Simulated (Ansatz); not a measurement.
The reference is Hf in the hcp (Mg type) structure (space group P6_3/mmc, No. 194; relaxed with 0.1 eV smearing).

```yaml
crystal:
  lattice:
    - [3.20400, 0.00000, 0.00000]
    - [-1.60200, 2.77474, 0.00000]
    - [0.00000, 0.00000, 5.07257]
  atoms:
    - { symbol: Hf, position: [0.66667, 0.33333, 0.75000] }
    - { symbol: Hf, position: [0.33333, 0.66667, 0.25000] }
```

Cartesian axes are those of the cell as printed.

Computed with PBE (Ansatz, a first-principles code), spin-orbit coupling left out.

Strains are applied to the cell and any free atomic positions relax; under biaxial strain the out-of-plane vector relaxes too.

One change was made to it. Results:

The pressure (mean of the normal stresses, compression positive) goes from zero to -1.3 GPa; the shortest interatomic distance falls by 0.003 Å (3.139 Å → 3.136 Å).

Question: Which change produced these results?
A) biaxial strain +3.00 %, plane normal [001], relaxed out of plane
B) biaxial strain +1.00 %, plane normal [001], relaxed out of plane
C) biaxial strain −0.50 %, plane normal [001], relaxed out of plane

Answer: B, biaxial strain +1.00 %, plane normal [001], relaxed out of plane. For comparison, the pressure in the other runs: biaxial strain +3.00 %, plane normal [001], relaxed out of plane gives -3.7 GPa; biaxial strain −0.50 %, plane normal [001], relaxed out of plane gives 0.7 GPa.

No phonon test of stability was made. All final runs are without spin polarisation.
